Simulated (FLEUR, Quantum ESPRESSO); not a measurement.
A Quantum ESPRESSO input for a self-consistent single point of MgH₂ (P4_2/mnm, 6 atoms in the cell) (DFT, PBEsol, plane waves, GBRV 1.5 ultrasoft (PBESOL) pseudopotentials):

```fortran
&CONTROL
    calculation = 'scf'
    outdir = './out'
    pseudo_dir = './'
    tprnfor = .true.
    tstress = .true.
/
&SYSTEM
    ibrav = 6
    A = 4.4587830000
    C = 2.9805700000
    nat = 6
    ntyp = 2
    ecutwfc = 40
    ecutrho = 200
    occupations = 'smearing'
    smearing = 'fermi-dirac'
    degauss = 0.000734986
/
&ELECTRONS
    conv_thr = 1.0e-11
    mixing_beta = 0.7
/
ATOMIC_SPECIES
Mg    24.3050  mg_pbesol_v1.4.uspp.F.UPF
H      1.0080  h_pbesol_v1.4.uspp.F.UPF
ATOMIC_POSITIONS {crystal}
Mg    0.5000000000    0.5000000000    0.5000000000
Mg    0.0000000000    0.0000000000    0.0000000000
H     0.6955700000    0.6955700000    0.0000000000
H     0.3044300000    0.3044300000    0.0000000000
H     0.8044300000    0.1955700000    0.5000000000
H     0.1955700000    0.8044300000    0.5000000000
K_POINTS {automatic}
8 8 11  0 0 0
```

Q: Translate this input to FLEUR.

A: One input that does it (others would too):

Input of the input generator:

```
MgH2 FLAPW
&input film=f /
8.4258787191 0.0000000000 0.0000000000
0.0000000000 8.4258787191 0.0000000000
0.0000000000 0.0000000000 5.6324609953
1.0
1.0 1.0 1.0

6
12 0.5000000000 0.5000000000 0.5000000000
12 -0.0000000000 -0.0000000000 0.0000000000
1 0.6955700000 0.6955700000 -0.0000000000
1 0.3044300000 0.3044300000 -0.0000000000
1 0.8044300000 0.1955700000 0.5000000000
1 0.1955700000 0.8044300000 0.5000000000

&comp jspins=1 /
&exco xctyp='PBEs' /
&kpt div1=8 div2=8 div3=11 gamma=t /
&end /
```

```xml
<?xml version="1.0" encoding="UTF-8" standalone="no"?>
<fleurInput fleurInputVersion="0.39">
   <comment>
      MgH2 FLAPW                                                                                          
   </comment>
   <calculationSetup>
      <cutoffs Kmax="4.5" Gmax="13.5" GmaxXC="13.5" numbands="0"/>
      <scfLoop itmax="80" minDistance="0.00001" maxIterBroyd="40" imix="Anderson" alpha="0.05" precondParam="0.0" spinf="2.0"/>
      <coreElectrons ctail="T" frcor="F" kcrel="0" coretail_lmax="0"/>
      <xcFunctional name="PBEs" relativisticCorrections="F"/>
      <magnetism jspins="1"/>
      <soc l_soc="F" theta="0.0" phi="0.0" spav="F"/>
      <expertModes spex="0" secvar="F"/>
      <geometryOptimization l_f="T" forcealpha="1.0" forcemix="BFGS" epsdisp="0.00001" epsforce="0.00001"/>
      <ldaU l_linMix="F" mixParam="0.05" spinf="1.0"/>
   </calculationSetup>
   <cell>
      <bzIntegration valenceElectrons="24.0" mode="hist" fermiSmearingEnergy="0.00036749">
         <kPointListSelection listName="default-1"/>
         <!-- k-points included here -->
         <xi:include xmlns:xi="http://www.w3.org/2001/XInclude" href="kpts.xml"> </xi:include>
      </bzIntegration>
      <!-- symmetry operations included here -->
      <xi:include xmlns:xi="http://www.w3.org/2001/XInclude" href="sym.xml"> </xi:include>
      <bulkLattice scale="1.0">
         <bravaisMatrix>
            <row-1>    8.4258787191000000     0.0000000000000000     0.0000000000000000</row-1>
            <row-2>    0.0000000000000000     8.4258787191000000     0.0000000000000000</row-2>
            <row-3>    0.0000000000000000     0.0000000000000000     5.6324609952999998</row-3>
         </bravaisMatrix>
      </bulkLattice>
   </cell>
   <atomSpecies>
      <species name="Magnesium (Mg)" element="Mg" atomicNumber="12">
         <mtSphere radius="2.03" gridPoints="701" logIncrement="0.016"/>
         <atomicCutoffs lmax="8" lnonsphr="6"/>
         <electronConfig flipSpins="F">
            <coreConfig>(1s1/2)</coreConfig>
            <valenceConfig>(2s1/2) (2p1/2) (2p3/2) (3s1/2)</valenceConfig>
         </electronConfig>
         <energyParameters s="3" p="3" d="3" f="4"/>
         <lo type="SCLO" l="0" n="2" eDeriv="0"/>
         <lo type="SCLO" l="1" n="2" eDeriv="0"/>
      </species>
      <species name="Hydrogen (H)" element="H" atomicNumber="1">
         <mtSphere radius="1.35" gridPoints="467" logIncrement="0.018"/>
         <atomicCutoffs lmax="6" lnonsphr="4"/>
         <electronConfig flipSpins="F">
            <coreConfig></coreConfig>
            <valenceConfig>(1s1/2)</valenceConfig>
            <stateOccupation state="(1s1/2)" spinUp="0.5" spinDown="0.5"/>
         </electronConfig>
         <energyParameters s="1" p="2" d="3" f="4"/>
      </species>
   </atomSpecies>
   <atomGroups>
      <atomGroup species="Magnesium (Mg)">
         <relPos label="                   1">1.000/2.000 1.000/2.000 1.000/2.000</relPos>
         <relPos label="                   2">.0000000000 .0000000000 .0000000000</relPos>
         <force calculate="T" relaxXYZ="TTT"/>
      </atomGroup>
      <atomGroup species="Hydrogen (H)">
         <relPos label="                   3">-.3044300000 -.3044300000 .0000000000</relPos>
         <relPos label="                   4">.3044300000 .3044300000 .0000000000</relPos>
         <relPos label="                   5">-.1955700000 .1955700000 1.000/2.000</relPos>
         <relPos label="                   6">.1955700000 -.1955700000 1.000/2.000</relPos>
         <force calculate="T" relaxXYZ="TTT"/>
      </atomGroup>
   </atomGroups>
   <output dos="F" band="F" slice="F">
      <checks vchk="F" cdinf="F"/>
      <bandDOS minEnergy="-.5*Htr" maxEnergy="0.5*Htr" sigma="0.015" storeEVData="T"/>
      <vacuumDOS vacdos="F" integ="F" star="F" nstars="0" locx1="0.0" locy1="0.0" locx2="0.0" locy2="0.0" nstm="0" tworkf="0.0"/>
      <unfoldingBand unfoldBand="F" supercellX="1" supercellY="1" supercellZ="1"/>
      <plotting iplot="0" polar="F">
         <plot TwoD="T" vec1="  1.0  0.0  0.0" vec2="  0.0  1.0  0.0" vec3="  0.0  0.0  1.0" zero="  0.0  0.0  0.0" file="plot"/>
      </plotting>
      <chargeDensitySlicing numkpt="0" minEigenval="0.0" maxEigenval="0.0" nnne="0" pallst="F"/>
      <specialOutput eonly="F"/>
      <magneticCircularDichroism mcd="F" energyLo="-10.0" energyUp="0.0"/>
   </output>
  <!-- We include the file relax.xml here to enable relaxations (see documentation) -->
  <xi:include xmlns:xi="http://www.w3.org/2001/XInclude" href="relax.xml"> <xi:fallback/> </xi:include>
</fleurInput>
```

Basis settings and potentials, where a program has them, do not carry over. This input uses DFT, PBEsol, all-electron FLAPW (FLEUR), scalar-relativistic valence. Both were run: gap on the mesh 3.653 eV in Quantum ESPRESSO and 3.653 in FLEUR.

On Quantum ESPRESSO: the starting cell comes from a database of computed structures (which also holds hypothetical and non-ambient phases and stackings), without a prior relaxation at this level. Its lattice was rescaled by a random factor within 2.5 % of one.

On FLEUR: the starting cell comes from a database of computed structures (which also holds hypothetical and non-ambient phases and stackings), without a prior relaxation at this level. Its lattice was rescaled by a random factor within 2.5 % of one. Values depend on the basis (sphere radii, cutoffs, local orbitals), which need not be converged.
